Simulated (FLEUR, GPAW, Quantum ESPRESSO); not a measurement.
## NdAs3 (I4/mmm, 4 atoms in the cell) computed with different codes at matched settings

Self-consistent single point, at a second geometry (lattice scaled by 0.98). First geometry:

```
NdAs3
1.0
   -2.09440     2.09440     5.03850
    2.09440    -2.09440     5.03850
    2.09440     2.09440    -5.03850
Nd As
1 3
Direct
  0.00000   0.00000   0.00000
  0.75000   0.25000   0.50000
  0.25000   0.75000   0.50000
  0.50000   0.50000   0.00000
```
Moments meant for the start (each program seeds them in its own way; μB, in the order of the atoms Nd As As As): 3.0 0.0 0.0 0.0.

Shared settings, as Quantum ESPRESSO writes them: occupations = smearing; smearing = fd; degauss = 0.0099958 Ry; nspin = 2; K_POINTS = automatic 5 5 5 0 0 0. Potentials and cutoffs stand in the table.

| code | model | ΔF from the first geometry (meV/atom) | pressure (GPa) | size of the net moment (μB/atom) | cutoff |
|---|---|---|---|---|---|
| GPAW | LDA (Perdew-Wang 92), GPAW PAW datasets LDA (gpaw-data 1.0.1) | -67.8 | -6.57 | 0.00 | 800 eV |
| FLEUR | LDA (Vosko-Wilk-Nusair), all-electron FLAPW (FLEUR), scalar-relativistic valence | -43.3 | – | 0.77 | Kmax 3.9 1/bohr |
| Quantum ESPRESSO | LDA (PZ), SSSP 1.1.2 efficiency (PBE) pseudopotentials | -48.6 | -4.07 | 0.75 | 50 Ry |

A dash marks a value that a program does not give, or that is left out as unsure.

The net moments differ, which can mean other magnetic states; other values may part for that reason too.

On GPAW's run: spin-orbit coupling is off. The starting moments vanished: the run ended non-magnetic, which need not be the lowest state. The f electrons are in the valence without U or exact exchange, which can misplace them near the Fermi level. Spin-orbit terms, which matter for f shells, are left out.

The spread over the programs that give each value: ΔF from the first geometry within 24.5 meV/atom; pressure within 2.50 GPa; size of the net moment within 0.77 μB/atom.

FLEUR treats all electrons, but the usual bases taken here (sphere radii, linearisation, local orbitals, empty states) were not tested for convergence, so the values are no reference for the others.

The starting cell comes from a database of computed structures (which also holds hypothetical and non-ambient phases and stackings), without a prior relaxation at this level. For this run, on top of that: lattice scaled by 0.98.

Left out of this page: Ansatz (with a known weakness of the program).
